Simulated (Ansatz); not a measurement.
Results of HSE06 (Ansatz, a first-principles code, PAW) for GePbS3 (P2₁/c, No. 14; structure not from a measured cell).

Settings: plane-wave cutoff 460 eV, 4×2×4 k mesh (along the axes of the cell as run), Fermi–Dirac smearing 0.01 eV, scalar-relativistic PAW data made under PBE.

Cell (relaxed with PBEsol):

```xyz
20
Lattice="7.2136 0.0000 -0.0065 0.0000 10.3186 0.0000 -1.7914 0.0000 6.5892" Properties=species:S:1:pos:R:3 pbc="T T T"
Ge     0.3817     2.1091     3.3514
Ge     5.0406     8.2095     3.2313
Ge     4.1449     7.2684     6.5259
Ge     1.2774     3.0502     0.0568
Pb     2.2137     9.4507     1.4578
Pb     3.2085     0.8678     5.1249
Pb     4.1042     4.2915     1.8302
Pb     1.3181     6.0271     4.7525
S      0.8906     0.0342     3.8754
S      4.5317    10.2844     2.7073
S      3.6360     5.1935     6.0019
S      1.7862     5.1251     0.5808
S      2.1390     3.3292     3.8687
S      3.2833     6.9894     2.7140
S      2.3877     8.4885     6.0086
S      3.0346     1.8301     0.5741
S      6.7406     2.2481     1.2441
S     -1.3184     8.0705     5.3386
S     -0.4227     7.4074     2.0440
S      5.8450     2.9112     4.5387
```

Task: Give the computed band gap and smallest direct gap on the k points sampled.

Result: 
- band gap = 2.60 eV
- smallest direct gap on the k points sampled = 2.81 eV

Note: cell and atoms aren't relaxed at this level (largest force component 0.31 eV/Å, pressure 0.9 GPa).

Spin–orbit coupling is not included; with these elements it can move the gap by several tenths of an eV or more.

Static lattice: no zero-point or thermal effects.

Computing time: roughly 60 core-minutes.
